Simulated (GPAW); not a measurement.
# Input and output of a self-consistent single point for TaAg7S6 (P1, 14 atoms in the cell) (GPAW)

Method of the run: LDA (Perdew-Wang 92), GPAW PAW datasets LDA (gpaw-data 1.0.1) (plane waves; GPAW).

This input was run:

```python
from ase import Atoms
from ase.units import GPa
from gpaw import GPAW

atoms = Atoms(['Ta', 'Ag', 'Ag', 'Ag', 'Ag', 'Ag', 'Ag', 'Ag', 'S', 'S', 'S', 'S', 'S', 'S'],
              cell=[[7.553473, 0.000000, 0.000000],
                    [-3.626327, 6.716779, 0.000000],
                    [-3.573953, -2.324539, 6.336654]],
              positions=[[3.860397, 2.091121, 3.202608],
                         [2.582403, -0.291635, 5.595646],
                         [2.408592, 1.102575, 0.555661],
                         [-2.355556, 4.674177, 0.409855],
                         [-0.004259, 2.589847, 4.281043],
                         [-1.110748, 0.536997, 1.911388],
                         [-5.036349, 5.083103, 3.925684],
                         [1.370592, -1.011650, 3.076699],
                         [-3.411072, -2.216691, 6.106380],
                         [0.118931, 0.110307, 4.933719],
                         [3.917455, -0.093726, 2.343548],
                         [1.951521, 3.133842, 2.446392],
                         [-3.629547, 2.006313, 5.479368],
                         [-1.774333, 3.219623, 2.445822]],
              pbc=True)

calc = GPAW(mode={'name': 'pw', 'ecut': 550},
            xc='LDA',
            kpts={'size': (3, 2, 2), 'gamma': True},
            occupations={'name': 'methfessel-paxton', 'width': 0.05, 'order': 0},
            nbands=-8,
            convergence={'density': 1e-05, 'bands': -6},
            symmetry={'symmorphic': False, 'tolerance': 0.0005},
            maxiter=150)

atoms.calc = calc

energy = atoms.get_potential_energy()
print('Energy (eV):', round(energy, 6))
forces = atoms.get_forces()
print('Forces (eV/Ang):')
print(forces.round(5))
stress = atoms.get_stress()
print('Stress (GPa, Voigt):', (stress / GPa).round(4))
```

The program printed (abridged):

```
Input parameters:
  convergence: {bands: -6,
                density: 1e-05}
  kpts: {gamma: True,
         size: (3, 2, 2)}
  maxiter: 150
  mode: {ecut: 550,
         name: pw}
  nbands: -8
  occupations: {name: methfessel-paxton,
                order: 0,
                width: 0.05}
  symmetry: {symmorphic: False,
             tolerance: 0.0005}

species:
  Ta:
    name: Tantalum
    Z: 73.0
    valence: 13
    core: 60
    charge: 0.0
    file: Ta.LDA.gz

    # Using partial waves for Ta as LCAO basis

  Ag:
    name: Silver
    Z: 47.0
    valence: 17
    core: 30
    charge: 0.0
    file: Ag.LDA.gz

    # Using partial waves for Ag as LCAO basis

  S:
    name: Sulfur
    Z: 16.0
    valence: 6
    core: 10
    charge: 0.0
    file: S.LDA.gz

    # Using partial waves for S as LCAO basis

Reference energy: -1500121.549017  # eV

Spin-paired calculation

Convergence criteria:
 Maximum [total energy] change in last 3 cyles: 0.0005 eV / valence electron
 Maximum integral of absolute [dens]ity change: 1e-05 electrons / valence electron
 Maximum integral of absolute [eigenst]ate change: 4e-08 eV^2 / valence electron
 Maximum number of scf [iter]ations: 150

Symmetries present (total): 1
Symmetries with fractional translations: 0
12 k-points: 3 x 2 x 2 Monkhorst-Pack grid + [0.000000,1/4,1/4]
8 k-points in the irreducible part of the Brillouin zone
       k-points in crystal coordinates                weights
   0:     0.00000000    0.00000000    0.00000000          1/12
   1:     0.00000000    0.00000000    0.50000000          1/12
   2:     0.00000000    0.50000000    0.00000000          1/12
   3:     0.00000000    0.50000000    0.50000000          1/12
   4:     0.33333333    0.00000000    0.00000000          2/12
   5:     0.33333333    0.00000000    0.50000000          2/12
   6:     0.33333333    0.50000000    0.00000000          2/12
   7:     0.33333333    0.50000000    0.50000000          2/12

Wave functions: Plane wave expansion
  Cutoff energy: 550.000 eV
  Number of coefficients (min, max): 9387, 9434
  Pulay-stress correction: 0.000000 eV/Ang^3 (de/decut=0.000000)

Occupation numbers: Methfessel-Paxton:
  width: 0.0500  # eV
  order: 0

Eigensolver

Densities:
  Coarse grid: 42*42*42 grid
  Fine grid: 84*84*84 grid
  Total Charge: 0.000000

Density mixing:
  Method: separate
  Backend: pulay
  Linear mixing parameter: 0.05
  old densities: 5
  Damping of long wavelength oscillations: 50

Hamiltonian:
  XC and Coulomb potentials evaluated on a 84*84*84 grid
  External potential:
    NoExternalPotential

Number of atoms: 14
Number of atomic orbitals: 121
Number of bands in calculation: 92
Number of valence electrons: 168
Bands to converge: 86

Density initialized from atomic densities
  92 bands from LCAO basis set

Atomic positions and initial magnetic moments

Positions:
   0 Ta     3.860397    2.091121    3.202608    ( 0.0000,  0.0000,  0.0000)
   1 Ag     2.582403   -0.291635    5.595646    ( 0.0000,  0.0000,  0.0000)
   2 Ag     2.408592    1.102575    0.555661    ( 0.0000,  0.0000,  0.0000)
   3 Ag    -2.355556    4.674177    0.409855    ( 0.0000,  0.0000,  0.0000)
   4 Ag    -0.004259    2.589847    4.281043    ( 0.0000,  0.0000,  0.0000)
   5 Ag    -1.110748    0.536997    1.911388    ( 0.0000,  0.0000,  0.0000)
   6 Ag    -5.036349    5.083103    3.925684    ( 0.0000,  0.0000,  0.0000)
   7 Ag     1.370592   -1.011650    3.076699    ( 0.0000,  0.0000,  0.0000)
   8 S     -3.411072   -2.216691    6.106380    ( 0.0000,  0.0000,  0.0000)
   9 S      0.118931    0.110307    4.933719    ( 0.0000,  0.0000,  0.0000)
  10 S      3.917455   -0.093726    2.343548    ( 0.0000,  0.0000,  0.0000)
  11 S      1.951521    3.133842    2.446392    ( 0.0000,  0.0000,  0.0000)
  12 S     -3.629547    2.006313    5.479368    ( 0.0000,  0.0000,  0.0000)
  13 S     -1.774333    3.219623    2.445822    ( 0.0000,  0.0000,  0.0000)

Unit cell:
           periodic     x           y           z      points  spacing
  1. axis:    yes    7.553473    0.000000    0.000000    42     0.1314
  2. axis:    yes   -3.626327    6.716779    0.000000    42     0.1501
  3. axis:    yes   -3.573953   -2.324539    6.336654    42     0.1509

  Lengths:   7.553473   7.633175   7.637395
  Angles:   92.608402 117.901597 118.364201

Effective grid spacing dv^(1/3) = 0.1631

     iter     time        total  log10-change:
                         energy   eigst   dens
iter:   1 --:--:--   -71.331215   -0.04
iter:   2 --:--:--   -70.685295   -1.09  -1.44
iter:   3 --:--:--   -68.407088   -1.17  -1.48
iter:   4 --:--:--   -68.230841   -1.69  -1.68
iter:   5 --:--:--   -68.422082   -1.74  -1.78
iter:   6 --:--:--   -68.178462   -1.68  -2.00
iter:   7 --:--:--   -68.257347   -2.12  -2.23
iter:   8 --:--:--   -68.093434   -1.98  -2.22
iter:   9 --:--:--   -68.057308   -2.90  -2.62
iter:  10 --:--:--   -68.051875c  -3.65  -2.86
iter:  11 --:--:--   -68.050335c  -4.07  -3.11
iter:  12 --:--:--   -68.050037c  -4.64  -3.17
iter:  13 --:--:--   -68.049958c  -5.07  -3.30
iter:  14 --:--:--   -68.049812c  -5.28  -3.37
iter:  15 --:--:--   -68.049903c  -5.17  -3.58
iter:  16 --:--:--   -68.049904c  -6.14  -3.70
iter:  17 --:--:--   -68.049869c  -6.36  -3.72
iter:  18 --:--:--   -68.049862c  -6.38  -3.86
iter:  19 --:--:--   -68.049821c  -5.70  -4.03
iter:  20 --:--:--   -68.049820c  -7.08  -4.39
iter:  21 --:--:--   -68.049818c  -6.76  -4.47
iter:  22 --:--:--   -68.049818c  -7.43c -4.78
iter:  23 --:--:--   -68.049817c  -8.09c -4.98
iter:  24 --:--:--   -68.049817c  -8.23c -5.06c

Converged after 24 iterations.

Dipole moment: (-18.560236, -8.886136, 3.486732) |e|*Ang

Energy contributions relative to reference atoms: (reference = -1500121.549017)

Kinetic:         +9.354731
Potential:      -24.486726
External:        +0.000000
XC:             -53.582934
Entropy (-ST):   -0.000763
Local:           +0.665494
SIC:             +0.000000
--------------------------
Free energy:    -68.050199
Extrapolated:   -68.049817

Showing only first 2 kpts
 Kpt  Band  Eigenvalues  Occupancy
  0    82      3.77248    2.00000
  0    83      4.09320    1.94344
  0    84      4.22803    0.05656
  0    85      5.45140    0.00000

  1    82      3.54362    2.00000
  1    83      3.98085    2.00000
  1    84      5.18100    0.00000
  1    85      5.59711    0.00000

Fermi level: 4.16061

Gap: 0.135 eV
Transition (v -> c):
  (s=0, k=0, n=83, [0.00, 0.00, 0.00]) -> (s=0, k=0, n=84, [0.00, 0.00, 0.00])
No difference between direct/indirect transitions
Energy (eV): -68.049817

Forces in eV/Ang:
  0 Ta   -0.02160   -0.21301    0.08338
  1 Ag   -0.04318    0.12327   -0.08207
  2 Ag   -0.05944   -0.09281    0.02735
  3 Ag    0.14407    0.15138   -0.01326
  4 Ag    0.15764   -0.11456   -0.01564
  5 Ag   -0.11738   -0.02339   -0.12556
  6 Ag    0.25318    0.05615   -0.08997
  7 Ag   -0.11342   -0.01343    0.08759
  8 S     0.09301    0.02890    0.16351
  9 S     0.11758   -0.20857   -0.21054
 10 S    -0.05612    0.60561    0.10749
 11 S     0.31686   -0.10500    0.49246
 12 S    -0.42238   -0.22609   -0.52641
 13 S    -0.24861    0.03266    0.10165

Stress tensor:
     0.043460    -0.001221     0.001320
    -0.001221     0.046445     0.001485
     0.001320     0.001485     0.047440
Stress (GPa, Voigt): [ 6.963   7.4414  7.6007  0.2379  0.2115 -0.1956]
```

The run converged in 24 iterations. GPAW prints stress with tension positive.

The starting cell comes from a database of computed structures (which also holds hypothetical and non-ambient phases and stackings), without a prior relaxation at this level. Its lattice was rescaled by a random factor within 2.5 % of one. Spin-orbit coupling is off. Spin polarisation is off. With a pressure of about -7 GPa the cell is away from its equilibrium volume at this level.

Cost on one core of a shared machine: roughly 5 min.
